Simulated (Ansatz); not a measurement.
L1₀ (CuAu-type) FePt, treated with PBEsol (Ansatz, a first-principles code, PAW).

Input file:

Ansatz 0.2 input:
```yaml
crystal:
  lattice:
    - [2.6510643668, 0.0, 0.0]
    - [0.0, 2.6510643668, 0.0]
    - [0.0, 0.0, 3.6662139621]
  atoms:
    - { symbol: Fe, position: [0.0, 0.0, 0.0], spin: 3.0 }
    - { symbol: Pt, position: [0.5, 0.5, 0.5], spin: 0.0 }
basis:
  ecutwfc: 520
  ecutrho_ratio: 4
  xc_grid: 2
kpoints:
  mp_grid: { grid: [20, 20, 16] }
hamiltonian:
  xc: pbesol
  dispersion: none
  pseudopotentials: { kind: paw }
scf:
  occupations: { method: fermi_dirac, width: 0.05 }
output:
  forces: true
  stress: true
  eigenvalues: true
magnetization:
  spin_polarized: true
relax:
  f_tol: 0.004
  escape_saddle: false
  max_steps: 80
  cell: { stress_tol: 0.02, fix: [volume] }
```

Output (set-up and result lines):

```
Relaxation: its limit of steps is 80 (relax.max_steps)
Crystal: 2 atoms, lattice volume = 25.767 Å³
Basis set: ecut = 520 eV, 673 PW (Γ), exchange–correlation on 40×40×60 points (8 copies of the dense FFT grid, shifted against one another)
Bands: 23, of which v1, the nominal top of the filled ones, is band 17 counted from 1 (16 counted from 0)
Symmetry: 16 space group operations
Space group: P4/mmm (ITA 123), of the structure as read, at distance tolerance 3.0e-5 Å
k-points: 594 of 6400
Initial density: superposition of atomic densities (chi_scale 0.1, normalization cell)
Functional: x = pbesol(κ = 0.804, μ = 0.12345679012345678), c = pbesol(β = 0.046)
SCF 1 converged in 14 iterations: F = -16833.046044 eV  dr2 = 2.78e-13
Crystal: 2 atoms, lattice volume = 25.767 Å³
Initial density: handed on by an earlier stage of this run
SCF 2 converged in 5 iterations: F = -16833.046075 eV  dr2 = 9.68e-9
Crystal: 2 atoms, lattice volume = 25.767 Å³
SCF 3 converged in 7 iterations: F = -16833.046075 eV  dr2 = 8.81e-13
SCF converged after 7 iterations
Magnetization: 3.1471 μB (18.5735 up, 15.4265 down)
Free energy (F): -16833.046075 eV
Internal energy: -16833.036359 eV  (E = F + TS)
E sigma→0 (E₀):  -16833.041217 eV
Fermi energy:    22.180172 eV
--- Forces (eV/Å), atoms counted from 1 ---
  atom   1  Fe     0.00000000    -0.00000000     0.00000000
  atom   2  Pt     0.00000000     0.00000000     0.00000000
--- Stress (GPa, compression-positive) ---
       10.520040       0.000000       0.000000
        0.000000      10.520040       0.000000
        0.000000       0.000000      10.504687
  P = ⅓ Tr σ = 10.5149 GPa (105.149 kbar)
```

The cell is one volume of an energy–volume scan, off the minimum.

The PAW data were made under PBE.

It cost around 2.8 core-minutes (rough) of CPU time.
